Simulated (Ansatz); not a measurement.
Consider SbP in the rock salt structure (space group Fm-3m, No. 225; a = 5.634 Å; a hypothetical phase, not in the database extracts checked).

(Cell as relaxed with PBE.)

Levels (all Ansatz, a first-principles code, PAW): PBE (420 eV, without spin-orbit coupling); r2SCAN (500 eV, no SOC).

Each level relaxes its own structure.

```csv
base,PBE,r2SCAN
volume per atom,22.36 Å³,21.96 Å³
lattice parameter a,5.634 Å,5.601 Å
band gap,zero,zero
```

The change: a hydrostatic pressure of 1.5 GPa.

```
quantity                           PBE  r2SCAN
-----------------------------  -------  ------
band gap                          zero       ?
shortest interatomic distance  2.799 Å       ?
```

**Question.** Predict the r2SCAN column.

**Answer.** 
- band gap, r2SCAN: zero
- shortest interatomic distance, r2SCAN: 2.784 Å

PBE's shortest interatomic distance lies 0.0155 Å above r2SCAN's (0.6 %); the two agree on the band gap. Neither level is exact; r2SCAN is the comparison here, not a measurement.

Load acts through the strain it causes; cell and atoms are relaxed under it. Stability against distortions was not tested. The final runs are not spin-polarised.
